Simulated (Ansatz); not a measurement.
Functionals compared on Br on the 1x1 (0001) surface of corundum (cut with top plane Al), one in a 1x1 cell, started at the site 'hollow Al-O-O-O over O at depth 2.3 Å #2', in Ansatz (plane waves, PAW). The structure was relaxed with PBE; the other rows are single points on it, each with its references at the same level. Cutoff 420 eV (500 eV for r2SCAN). The points keep PBE's geometry, so the relaxation of a polaron and the settling of charge on one site are left out.

Host crystal: corundum, with a band gap (PBE, scalar-relativistic without spin-orbit coupling).

Slab: 21 atoms, 6.7 Å thick at the start under the adsorbate (thin: gaps and levels are the slab's own); k 6x6x1, smearing 0.01 eV, dipole-corrected; 9 atoms held, the rest relaxed; no symmetry held; spin-polarised, ending with about 1.0 μB a cell, a value that depends on the mesh; orders that need a larger cell were not tried, no spin-orbit, no U, no dispersion correction. The slab shows no gap over 0.04 eV on its mesh. At the end it is bonded to Al. In PBE it is, or lies within 0.03 eV of, the lowest of the starts that converged. These notes are the PBE run's. r2SCAN: The program's check for a lower electronic state was not made. Adsorption energies are against ½ Br2(g). A negative adsorption energy means that the adsorbate is more stable on the surface than in its reference.

```json
[
 {"functional": "PBE", "adsorption energy (eV)": "-0.01", "work function of the top face (eV)": "7.46", "rough cost of the single point": "–"},
 {"functional": "RPBE", "adsorption energy (eV)": "-0.01", "work function of the top face (eV)": "7.41", "rough cost of the single point": "about 6 core-minutes (a rough figure)"},
 {"functional": "r2SCAN", "adsorption energy (eV)": "…", "work function of the top face (eV)": "…", "rough cost of the single point": "about 40 core-minutes (a rough figure)"}
]
```

### Question
Fill in the missing entries.

### Answer

- r2SCAN, adsorption energy (eV): 0.01
- r2SCAN, work function of the top face (eV): 7.79

Ansatz is a quantum-chemistry and plane-wave program.
